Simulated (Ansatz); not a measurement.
An Ansatz (a quantum-chemistry and plane-wave program) input (Ansatz, PBEsol, PAW, cutoff 420 eV, no spin-orbit coupling):

Ansatz 0.2 input:
```yaml
crystal:
  lattice:
    - [0, 2.591052002, 2.591052002]
    - [2.591052002, 0, 2.591052002]
    - [2.591052002, 2.591052002, 0]
  atoms:
    - { symbol: Mg, position: [0, 0, 0] }
    - { symbol: S, position: [0.5, 0.5, 0.5] }
basis: { ecutwfc: 420, ecutrho_ratio: 4, xc_grid: 2, fft_grid_basis: typed }
kpoints: { mp_grid: { grid: [11, 11, 11] } }
hamiltonian:
  xc: pbesol
  dispersion: none
  pseudopotentials: { kind: paw }
scf: { occupations: { method: fermi_dirac, width: 0.05 }, convergence: { dr2_threshold: 0.0000000002 } }
output: { forces: true, stress: true }
```

Task: Which symmetry and how many k-points will the program report, and about how many plane waves at Γ?

Result: Space group Fm-3m (ITA 225) with 48 operations, k-points 56 of 1331, and 645 plane waves at Γ.

Stability against distortions was not tested. The base started in P3_121 and relaxed to Fm-3m at this level. The cell is MgS in the rock salt structure (space group Fm-3m, No. 225).
